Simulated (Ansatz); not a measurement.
# Uncharged defects in Cu (fcc)

Each row is a formation energy against the perfect crystal and the reservoirs in brackets; V_X is an empty X site, X_Y an X atom on a Y site, X_i an atom off the sites. Values in eV.

All numbers come from Ansatz (a program for electronic structure), plane waves with PAW, its PAW set soft_1, cutoff 420 eV, 500 eV for r2SCAN. The structures are at rest with PBE, within the held lattices; other levels are single points on them. Neutral cells; Fermi-Dirac smearing of at most 0.10 eV in the solids, energies taken to zero width. The lattices are those relaxed with PBE, so at other levels the solids can be strained, which adds to the spread. Larger cells are relaxed from a start prepared with the learned potential CHGNet, on a coarser mesh till forces fall under 0.03 eV/Å, which some starts already meet. A dispersion term (D3(BJ), or D4 for r2SCAN) was computed beside these levels and is taken off wherever the name lacks it. Space groups of crystals are read within 0.01 Å. No zero-point or thermal terms. Cells are local rest points, mostly with their start's symmetry. The runs are scalar-relativistic, without spin-orbit coupling. No correction for cell size. Mesh and cell size may move defect energies by 0.1 eV or more. For some rows a cell is symmetric and got no random move, so less symmetric positions weren't tried.

```
system                              PBE      r2SCAN
--------------------------------  -----  ----------
Si_Cu (64 sites; Si (diamond))    -0.27  (withheld)
Os_Cu (64 sites; Os (hcp))         1.58  (withheld)
Al_Cu (64 sites; Al (fcc))        -0.77       -0.88
Pt_Cu (64 sites; Pt (fcc))        -0.51       -0.75
Rh_Cu (64 sites; Rh (fcc))         0.04  (withheld)
Sn_Cu (64 sites; Sn (white tin))   0.42        0.06
Pd_Cu (64 sites; Pd (fcc))        -0.32       -0.46
Re_Cu (64 sites; Re (hcp))         2.06        2.01
Ru_Cu (64 sites; Ru (hcp))         1.06        0.99
Au_Cu (64 sites; Au (fcc))         0.03       -0.21
```

Question: Some entries are withheld; supply them.

Answer: 
- Si_Cu (64 sites; Si (diamond)), r2SCAN: -0.26
- Os_Cu (64 sites; Os (hcp)), r2SCAN: 1.50
- Rh_Cu (64 sites; Rh (fcc)), r2SCAN: -0.09
